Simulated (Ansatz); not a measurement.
The starting structures come from a database of crystals and need not be the phases stable at ambient conditions.

By PBEsol, the system below comes out a metal.

A figure of merit of an interconnect metal is its ballistic conductance per area.

```xyz
8
Lattice="5.5922 0.0000 0.0000 -2.7961 4.8430 0.0000 0.0000 0.0000 4.5519" Properties=species:S:1:pos:R:3 pbc="T T T"
Re     4.1972     0.8054     3.4139
Re    -1.4012     4.0376     1.1380
Re     1.4012     4.0376     1.1380
Re     1.3949     0.8054     3.4139
Re     2.7961     3.2322     3.4139
Re     0.0000     1.6107     1.1380
W      2.7961     1.6143     1.1380
W      0.0000     3.2286     3.4139
```

Space group of this cell: P6_3/mmc. The cell is taken as given; by PBEsol its mean pressure is -11.8 GPa.

The current flows along the normal of the first two printed cell vectors, the (001) plane of the conventional cell. No spin-orbit coupling; the value is a mean over 0.1 eV about the Fermi level.

### Question
Give the ballistic conductance per area that PBEsol (Ansatz, an electronic-structure program) yields.

### Answer
1.4 × 10¹⁵ S/m² for both spins.
